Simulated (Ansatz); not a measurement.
**Al₃SiCN₃ (model structure, P3m1, No. 156, 8 atoms in the cell)**

These are LDA (Ansatz, a quantum-chemistry and plane-wave program, PAW) values and carry that method's errors.

Settings: plane-wave cutoff 520 eV, 24×24×6 k mesh (along the axes of the cell as run), Fermi–Dirac smearing 0.05 eV, scalar-relativistic PAW data made under PBE.

Cell (relaxed at this level):

```cif
data_CAl3N3Si
_chemical_formula_sum 'Al3 N3 Si1 C1'
_space_group_name_H-M_alt 'P3m1'
_space_group_IT_number 156
_space_group_name_Hall 'P 3 -2"'
_cell_length_a 3.10208
_cell_length_b 3.10208
_cell_length_c 9.90857
_cell_angle_alpha 90.000
_cell_angle_beta 90.000
_cell_angle_gamma 120.000
loop_
_atom_site_label
_atom_site_type_symbol
_atom_site_symmetry_multiplicity
_atom_site_Wyckoff_symbol
_atom_site_fract_x
_atom_site_fract_y
_atom_site_fract_z
_atom_site_occupancy
Al1 Al 1 c 0.66667 0.33333 0.99968 1
N1 N 1 c 0.66667 0.33333 0.19521 1
Al2 Al 1 a 0.00000 0.00000 0.24542 1
N2 N 1 a 0.00000 0.00000 0.44050 1
Al3 Al 1 c 0.66667 0.33333 0.49040 1
N3 N 1 c 0.66667 0.33333 0.68741 1
Si1 Si 1 a 0.00000 0.00000 0.76132 1
C1 C 1 a 0.00000 0.00000 0.93457 1
```

```
Property             Value
--------  ----------------
band gap  0.54 eV (direct)
```

Note: the relaxation could raise the start's symmetry but not lower it, so the cell can be a saddle point.

A model structure was made by putting elements into a prototype or built by hand; it is no filed structure, need not be a known phase, and can be a saddle point held by its symmetry.
